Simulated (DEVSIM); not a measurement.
Device: abrupt Si p-n junction, at 300 K.

Layer 1 from the left is Si, thickness (μm) 0.300, Na (cm⁻³) 2.6e17, τn (s) 2.4e-6, τp (s) 2.4e-6. Layer 2 from the left is Si, thickness (μm) 2.90, Nd (cm⁻³) 7.8e12, τn (s) 2.4e-6, τp (s) 2.4e-6.

Left contact: ohmic. Right contact: ohmic. Voltage is applied to the left contact. Recombination: SRH at mid-gap, radiative, Auger. Mobility is μmin + (μ − μmin)/(1 + (N/Nref)^α).

Constants are typed, rounded textbook-type inputs, not results; the design itself was drawn at random and stands for no fabricated device. Values at 300 K.

Si: gap (eV) 1.124, affinity (eV) 4.05, permittivity 11.7, Nc (cm⁻³) 2.86e19, Nv (cm⁻³) 3.1e19, μn (cm²/Vs) 1417, μp (cm²/Vs) 470, μn,min 52, μp,min 45, Nref,n 9.7e16, Nref,p 2.2e17, αn 0.68, αp 0.72, B (cm³/s) 4.7e-15, Cn (cm⁶/s) 2.8e-31, Cp (cm⁶/s) 9.9e-32.

DEVSIM, 1D drift-diffusion, Boltzmann statistics, complete ionisation; no tunnelling, impact ionisation, image-force lowering or self-heating.

Problem. What does the simulation give for the dark forward voltage at 100 A/cm², the dark forward voltage at 1 A/cm², the largest field in the device at zero bias, the potential step across the device at zero bias?

Solution. dark forward voltage at 100 A/cm² 0.807 V; dark forward voltage at 1 A/cm² 0.443 V; largest field in the device at zero bias 28000 V/cm; potential step across the device at zero bias 0.610 V.
